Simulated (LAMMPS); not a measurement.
MD of ZrO2 (fluorite) at zero pressure, 324 atoms, as a crystal; each row is its own run.

All values are model results, not measurements: classical MD, Buckingham potential of Woodley, Battle, Gale and Catlow, Phys. Chem. Chem. Phys. 1, 2535 (1999), used with rigid ions (no shells), PPPM sums, short-range terms cut at 10 Å, modified for these runs by an r^-4 repulsive force inside the short-range force's maximum (LAMMPS).

| T (K) | volume (Å³/atom) |
|---|---|
| 200 | 10.897 |
| 300 | 10.916 |
| 1350 | 11.125 |
| 2700 | 11.446 |
| 3600 | 11.706 |

Fit a straight line, y = a + b x, to these rows (x is the first column, y the second) and predict the run at x = 1800.

Least squares gives a = 10.836 and b = 0.0002346. At x = 1800 the fit predicts 11.258 Å³/atom. The run itself gave 11.223 ± 0.002 Å³/atom, so the fit is 0.31 % high.

Caution: the potential ionic pair potential woodley1999 is fitted for structure prediction of static crystals.

Caution: in nature this polymorph isn't the stable one over the whole range of temperature at this pressure, and short runs keep a crystal in its starting form.

Caution (rows 1350; 1800; 2700; 3600): a run this short can hold a crystal over, or a liquid under, the potential's own melting point, which these runs don't give.
